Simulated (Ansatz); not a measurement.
Start from TlBr in the CsCl type structure (space group Pm-3m, No. 221; a = 3.915 Å). Axes: x, y, z lie along the cube axes.

The values are results of PBEsol (Ansatz, an electronic-structure program; PAW; 420 eV plane waves; no SOC), not measurements.

Base values:

| Item | Result |
|---|---|
| Shortest interatomic distance | 3.390 Å |

Perturbation: a pure shear with ε_xy = ε_yx = 0.0114, atoms relaxed at fixed cell.

What happens to the shortest interatomic distance?

The shortest interatomic distance shrinks by 0.026 Å, from 3.390 Å to 3.364 Å.

What happens to the energy relative to the base?

The energy rises by 0.5 meV/atom.

The cells carry an imposed strain or load. Whether these cells are dynamically stable was not tested.
